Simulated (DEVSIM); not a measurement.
Device: Si n-p junction from an implanted or diffused profile, at 350 K.

| layer (left to right) | material | thickness (μm) | Na (cm⁻³) | τn (s) | τp (s) |
|---|---|---|---|---|---|
| 1 | Si | 52.0 | 4.1e16 | 0.0013 | 0.00013 |

Added donor profile: 2e18 cm⁻³ × exp(−(x − 0 μm)²/(2·(0.033 μm)²)). Left contact: ohmic. Right contact: ohmic. Voltage is applied to the left contact. Recombination: SRH at mid-gap, radiative, Auger. Gap narrowing is on: ΔEg = 6.92 meV × (l + √(l² + 0.5)), l = ln(N/1.3e17 cm⁻³), shared equally by both band edges. Mobility is constant in doping.

The device is made up for the run: typed textbook-type constants, with dimensions and the other settings drawn at random. Values at 300 K; Nc and Nv go as T^1.5, mobilities as T to minus their exponent, the gap by Varshni's rule with the affinity fixed.

```
parameter               Si
----------------  --------
gap (eV)             1.124
affinity (eV)         4.05
permittivity          11.7
Nc (cm⁻³)          2.86e19
Nv (cm⁻³)           3.1e19
μn (cm²/Vs)           1417
μp (cm²/Vs)            470
T exponent of μn       2.3
T exponent of μp       2.2
B (cm³/s)          4.7e-15
Cn (cm⁶/s)         2.8e-31
Cp (cm⁶/s)         9.9e-32
Varshni α (eV/K)  0.000473
Varshni β (K)          636
```

Simulated with DEVSIM: 1D drift-diffusion, Boltzmann statistics, complete ionisation; no tunnelling, impact ionisation, image-force lowering or self-heating.

Q: Tabulate band edges, carrier densities and field at -0.9 V on the left contact.

A: Energies count from the Fermi level of the right contact; mesh points crowd at the junctions.

```json
[
 {"x (μm)": "0.000", "Ec (eV)": "0.988", "Ev (eV)": "-0.084", "n (cm⁻³)": "2.0e18", "p (cm⁻³)": "260000", "field (V/cm)": "710"},
 {"x (μm)": "0.02131", "Ec (eV)": "0.995", "Ev (eV)": "-0.080", "n (cm⁻³)": "1.6e18", "p (cm⁻³)": "1.8e14", "field (V/cm)": "4800"},
 {"x (μm)": "0.04564", "Ec (eV)": "1.019", "Ev (eV)": "-0.066", "n (cm⁻³)": "7.1e17", "p (cm⁻³)": "5.3e14", "field (V/cm)": "11000"},
 {"x (μm)": "0.07062", "Ec (eV)": "1.066", "Ev (eV)": "-0.034", "n (cm⁻³)": "1.5e17", "p (cm⁻³)": "1.9e15", "field (V/cm)": "20000"},
 {"x (μm)": "0.1056", "Ec (eV)": "1.137", "Ev (eV)": "0.028", "n (cm⁻³)": "1.4e16", "p (cm⁻³)": "1.6e16", "field (V/cm)": "13000"},
 {"x (μm)": "0.1320", "Ec (eV)": "1.160", "Ev (eV)": "0.050", "n (cm⁻³)": "6.5e15", "p (cm⁻³)": "3.3e16", "field (V/cm)": "4700"},
 {"x (μm)": "0.1573", "Ec (eV)": "1.167", "Ev (eV)": "0.057", "n (cm⁻³)": "5.2e15", "p (cm⁻³)": "4.2e16", "field (V/cm)": "1400"},
 {"x (μm)": "0.2390", "Ec (eV)": "1.169", "Ev (eV)": "0.060", "n (cm⁻³)": "4.7e15", "p (cm⁻³)": "4.6e16", "field (V/cm)": "-27"},
 {"x (μm)": "0.3830", "Ec (eV)": "1.168", "Ev (eV)": "0.059", "n (cm⁻³)": "4.7e15", "p (cm⁻³)": "4.6e16", "field (V/cm)": "-50"},
 {"x (μm)": "0.7211", "Ec (eV)": "1.167", "Ev (eV)": "0.057", "n (cm⁻³)": "4.7e15", "p (cm⁻³)": "4.6e16", "field (V/cm)": "-50"},
 {"x (μm)": "1.489", "Ec (eV)": "1.163", "Ev (eV)": "0.053", "n (cm⁻³)": "4.7e15", "p (cm⁻³)": "4.6e16", "field (V/cm)": "-50"},
 {"x (μm)": "4.102", "Ec (eV)": "1.150", "Ev (eV)": "0.040", "n (cm⁻³)": "4.7e15", "p (cm⁻³)": "4.6e16", "field (V/cm)": "-50"},
 {"x (μm)": "9.166", "Ec (eV)": "1.124", "Ev (eV)": "0.015", "n (cm⁻³)": "4.7e15", "p (cm⁻³)": "4.6e16", "field (V/cm)": "-50"},
 {"x (μm)": "20.67", "Ec (eV)": "1.067", "Ev (eV)": "-0.043", "n (cm⁻³)": "4.7e15", "p (cm⁻³)": "4.6e16", "field (V/cm)": "-50"},
 {"x (μm)": "40.51", "Ec (eV)": "0.966", "Ev (eV)": "-0.144", "n (cm⁻³)": "3.9e15", "p (cm⁻³)": "4.5e16", "field (V/cm)": "-52"},
 {"x (μm)": "46.93", "Ec (eV)": "0.932", "Ev (eV)": "-0.178", "n (cm⁻³)": "2.6e15", "p (cm⁻³)": "4.4e16", "field (V/cm)": "-55"},
 {"x (μm)": "49.77", "Ec (eV)": "0.916", "Ev (eV)": "-0.194", "n (cm⁻³)": "1.4e15", "p (cm⁻³)": "4.2e16", "field (V/cm)": "-58"},
 {"x (μm)": "51.03", "Ec (eV)": "0.908", "Ev (eV)": "-0.201", "n (cm⁻³)": "6.9e14", "p (cm⁻³)": "4.2e16", "field (V/cm)": "-60"},
 {"x (μm)": "51.68", "Ec (eV)": "0.904", "Ev (eV)": "-0.205", "n (cm⁻³)": "2.4e14", "p (cm⁻³)": "4.1e16", "field (V/cm)": "-61"},
 {"x (μm)": "51.87", "Ec (eV)": "0.903", "Ev (eV)": "-0.206", "n (cm⁻³)": "1.0e14", "p (cm⁻³)": "4.1e16", "field (V/cm)": "-61"},
 {"x (μm)": "51.96", "Ec (eV)": "0.903", "Ev (eV)": "-0.207", "n (cm⁻³)": "3.4e13", "p (cm⁻³)": "4.1e16", "field (V/cm)": "-62"},
 {"x (μm)": "52.00", "Ec (eV)": "0.902", "Ev (eV)": "-0.207", "n (cm⁻³)": "3600000", "p (cm⁻³)": "4.1e16", "field (V/cm)": "-62"}
]
```
